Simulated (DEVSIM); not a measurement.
System: Au/SiO2/n-Si capacitor, at 400 K.

Layer 1 from the left is SiO2, thickness (nm) 0.600. Layer 2 from the left is Si, thickness (nm) 2200, Nd (cm⁻³) 7e16.

Metal gate on the left, work function 5.1 eV. Fixed charge at the semiconductor interface -8.8e11 cm⁻² (in units of +e); no interface traps.

This is a model device: material constants are rounded textbook-type values typed into the input, and sizes, dopings and lifetimes were drawn at random. Values at 300 K; Nc and Nv go as T^1.5, mobilities as T to minus their exponent, the gap by Varshni's rule with the affinity fixed.

SiO2: gap (eV) 9, affinity (eV) 0.9, permittivity 3.9. Si: gap (eV) 1.124, affinity (eV) 4.05, permittivity 11.7, Nc (cm⁻³) 2.86e19, Nv (cm⁻³) 3.1e19, Varshni α (eV/K) 0.000473, Varshni β (K) 636.

Estimate by hand the flat-band voltage, the threshold voltage, and compare with a numerical solution.


- Flat-band voltage: C = 5.76 μF/cm², work-function difference 0.828 V; VFB = φms − qNf/C = 0.85 V; numerical 0.85 V.
- Threshold voltage: φF = 0.325 V, depletion charge √(4εqNφF) = 1.23e-7 C/cm²; VT = VFB − 2φF − Qd/C = 0.18 V; numerical 0.18 V.

Simulated with DEVSIM: 1D Poisson equation in equilibrium, Boltzmann statistics, complete ionisation; no quantum confinement or tunnelling. Metal contacts follow the ideal Schottky-Mott rule: no Fermi-level pinning, no interface dipoles.
